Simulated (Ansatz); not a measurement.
Consider SiO2 in the rutile structure (space group P4_2/mnm, No. 136; a = 4.2361 Å, c = 2.6904 Å). Axes: x, y, z lie along a, b, c of the conventional cell.

Modification: compressive biaxial strain of 1.20 % in the plane normal to [001], as in epitaxy on a mismatched substrate; the out-of-plane cell vector and the atoms relax.

Calculations: PBE (Ansatz, a program for electronic structure), without spin-orbit coupling.

Base, band edges from the VBM (valence, conduction): A -1.47, 6.84; M -2.16, 7.03; R -1.67, 8.45; X -1.04, 7.31; Z -2.56, 8.65; Γ 0.00, 5.04 eV.

### Question
Give the band edges at the high-symmetry points of the new zone, measured from its valence-band maximum.

### Answer
| point | valence edge (eV) | conduction edge (eV) |
|---|---|---|
| Γ | 0.00 | 5.23 |
| X | -1.03 | 7.40 |
| M | -2.18 | 7.11 |
| Z | -2.60 | 8.89 |
| R | -1.71 | 8.62 |
| A | -1.51 | 7.00 |

The gap is 5.23 eV, direct at Γ.

Stability against distortions was not tested.
